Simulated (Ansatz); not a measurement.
Start from TlBr in the CsCl type structure (space group Pm-3m, No. 221; a = 3.840 Å).

All numbers come from LDA (Ansatz, an electronic-structure program, PAW, scalar-relativistic without spin-orbit coupling).

Strains are applied to the cell and any free atomic positions relax.

One change was made to it. Results:

```json
[
 {"quantity": "hole mass", "base": "0.16 mₑ along k, 0.39 mₑ across (at X)", "after": "0.16 mₑ along k, 0.40 mₑ across (at X)"},
 {"quantity": "band gap", "base": "1.37 eV", "after": "1.41 eV"},
 {"quantity": "energy relative to the base (free energy F)", "base": "0 meV/atom", "after": "+0.7 meV/atom"},
 {"quantity": "gap character", "base": "direct at X", "after": "direct at X"},
 {"quantity": "pressure", "base": "-0.01 GPa", "after": "-0.49 GPa"}
]
```

Question: Which of these changes matches the shifts?
(A) isotropic strain +0.50 %
(B) isotropic strain −3.00 %
(C) isotropic strain +2.50 %
(D) isotropic strain −1.00 %

Answer: A, isotropic strain +0.50 %. For comparison, the band gap in the other runs: isotropic strain −3.00 % gives 0.97 eV; isotropic strain +2.50 % gives 1.58 eV; isotropic strain −1.00 % gives 1.27 eV.

Spin-orbit coupling, missing from the scalar runs, can matter with Tl. Effective masses come from finite differences of ±0.01 Å⁻¹. Along k means along the line from Γ to the band edge. Stability against distortions was not tested.
